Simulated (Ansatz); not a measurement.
Worked example: self-consistent single point of TiTe₂ (P3m1, 3 atoms in the cell) in Ansatz (an electronic-structure program).

Level of theory: LDA (PW92), harder PAW files (source: ansatz) made with PBE (plane waves; Ansatz).

The change in words: lattice scaled by 0.98; basis.ecutwfc: 420 eV → 890 eV; hamiltonian.pseudopotentials: {kind: paw} (the program's default PAW files) → {kind: paw, source: ansatz}. Reference geometry:
```
CELL_PARAMETERS angstrom
      3.83568     0.00000     0.00000
     -1.91784     3.32180     0.00000
      0.00000     0.00000     6.73841
ATOMIC_POSITIONS crystal
  Ti 0.00000 0.00000 0.00742
  Te 0.66667 0.33333 0.74983
  Te 0.33333 0.66667 0.25017
```

Reference input (self-consistent single point, DFT, LDA (PW92), plane waves, default PAW files made with PBE): basis.ecutwfc = 420 eV; kpoints.mp_grid.grid = 8 8 4; hamiltonian.xc = lda; hamiltonian.pseudopotentials = {kind: paw} (the program's default PAW files); scf.occupations.method = fermi_dirac; scf.occupations.width = 0.1 eV. This run's input differs from it in these lines:

Ansatz 0.2 input:
```diff
@@ -2,11 +2,11 @@
   lattice:
-    - [3.83568300, 0.00000000, 0.00000000]
-    - [-1.91784100, 3.32179900, 0.00000000]
-    - [0.00000000, 0.00000000, 6.73840500]
+    - [3.75896900, 0.00000000, 0.00000000]
+    - [-1.87948400, 3.25536300, 0.00000000]
+    - [0.00000000, 0.00000000, 6.60363700]
   atoms:
-    - { symbol: Ti, position_ang: [0.00000000, 0.00000000, 0.04999897] }
-    - { symbol: Te, position_ang: [1.91784358, 1.10726523, 5.05265822] }
-    - { symbol: Te, position_ang: [-0.00000158, 2.21453377, 1.68574678] }
+    - { symbol: Ti, position_ang: [0.00000000, 0.00000000, 0.04899899] }
+    - { symbol: Te, position_ang: [1.87948655, 1.08511991, 4.95160513] }
+    - { symbol: Te, position_ang: [-0.00000155, 2.17024309, 1.65203187] }
 basis:
-  ecutwfc: 420.0
+  ecutwfc: 890.0
 kpoints:
@@ -15,3 +15,3 @@
   xc: lda
-  pseudopotentials: { kind: paw }
+  pseudopotentials: { kind: paw, source: ansatz }
 scf:
```

The program printed (abridged):

```
SCF iter   1: F=—  HF=-16112.385504 eV  |F-HF|=—  |Δ(HF+E_count)|=         —  Δρ=4.23e-2  dr2=2.84e0  ethr=3.10e-3  ⟨swp⟩=6.4  Hψ=4231  notcnv=0
all-band conjugate gradients solve this SCF's bands
preconditioner: auto → Kerker (q_TF=auto, 2.465 Å⁻¹)
SCF iter   2: F=—  HF=-16111.908160 eV  |F-HF|=—  |Δ(HF+E_count)|=   4.77e-1  Δρ=2.58e-2  dr2=1.38e0  ethr=3.10e-3  ⟨swp⟩=2.2  Hψ=1396  notcnv=0
   [... lines left out ...]
SCF iter   6: F=—  HF=-16111.509115 eV  |F-HF|=—  |Δ(HF+E_count)|=   3.36e-4  Δρ=2.55e-4  dr2=7.33e-5  ethr=4.96e-6  ⟨swp⟩=2.1  Hψ=1221  notcnv=0
SCF iter   7: F=—  HF=-16111.509270 eV  |F-HF|=—  |Δ(HF+E_count)|=   1.54e-4  Δρ=1.03e-4  dr2=1.32e-5  ethr=1.67e-7  ⟨swp⟩=2.0  Hψ=1710  notcnv=0
SCF iter   8: F=—  HF=-16111.509269 eV  |F-HF|=—  |Δ(HF+E_count)|=   4.42e-7  Δρ=3.39e-5  dr2=1.38e-6  ethr=3.01e-8  ⟨swp⟩=2.0  Hψ=1674  notcnv=0
SCF iter   9: F=-16111.509269 eV  HF=-16111.509269 eV  |F-HF|=1.85e-8  |Δ(HF+E_count)|=   1.05e-7  Δρ=8.61e-6  dr2=8.44e-8  ethr=2.27e-10  ⟨swp⟩=6.0  Hψ=5875  notcnv=0
SCF 1 converged in 9 iterations: F = -16111.509269 eV  dr2 = 8.44e-8
Free energy (F): -16111.509269 eV
Internal energy: -16111.463797 eV  (E = F + TS)
E sigma→0 (E₀):  -16111.486533 eV
Entropy (-TS):   -0.045472 eV (-15.157 meV/atom)
Fermi energy:    10.341224 eV
--- Forces (eV/Å), atoms counted from 1 ---
  atom   1  Ti     0.00000000    -0.00000000    -0.52077940
  atom   2  Te    -0.00000000     0.00000000    -0.02842499
  atom   3  Te     0.00000000    -0.00000000     0.54918090
--- Stress (GPa, compression-positive) ---
       -1.986559       0.000000      -0.000000
       -0.000000      -1.986559      -0.000000
       -0.000000      -0.000000      -0.730431
  P = ⅓ Tr σ = -1.5678 GPa (-15.678 kbar)
  The stress holds the Pulay correction. Without it, at fixed plane waves, as pw.x and ABINIT print it: P = -1.5798 GPa
```

The run converged in 9 iterations. Against the reference run the pressure goes from -4.95 to -1.57 GPa and the largest force goes from 0.473 to 0.549 eV/Å.

The starting cell comes from a database of computed structures (which also holds hypothetical and non-ambient phases and stackings), without a prior relaxation at this level. Its lattice was rescaled by up to half a per cent. One atom was moved a little off its site on purpose. For this run, on top of that: lattice scaled by 0.98. Spin polarisation is off, so a magnetic state, if there is one, cannot be reached. Ansatz's pressure includes its estimate of the finite-basis (Pulay) stress.
